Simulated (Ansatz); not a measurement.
Given:

End structure of a constructed model of the (111) surface of fcc Ag, a pseudomorphic layer of Si in the host's stacking (bottom of the slab: a bare face, its two planes held):

```yaml
crystal:
  lattice:
    - [2.93338, 0.00000, 0.00000]
    - [-1.46669, 2.54038, 0.00000]
    - [0.00000, 0.00000, 30.50000]
  atoms:
    - { symbol: Ag, position: [0.33333, 0.66667, 0.26963] }
    - { symbol: Ag, position: [0.66667, 0.33333, 0.34816] }
    - { symbol: Ag, position: [0.00000, 0.00000, 0.42656] }
    - { symbol: Ag, position: [0.33333, 0.66667, 0.50525] }
    - { symbol: Ag, position: [0.66667, 0.33333, 0.58411] }
    - { symbol: Ag, position: [0.00000, 0.00000, 0.66357] }
    - { symbol: Si, position: [0.33333, 0.66667, 0.73593] }
```

Set-up: 7 atoms, 14.1 Å thick at the start with caps and adatoms; mesh 15x15x1; 0.1 eV smearing; dipole correction on; 2 atoms held, the rest relaxed; held to the start's symmetry, so lower structures may exist; no spin, no spin-orbit, no U. In PBE it is, or lies within 0.01 eV a 1x1 cell of, the lowest of the 2 structures of its composition computed so far; subsurface sites and larger cells were not tried.

Problem. Predict the work function of the top face from Ansatz (a quantum-chemistry and plane-wave program) with PBE.

Solution. 4.72 eV
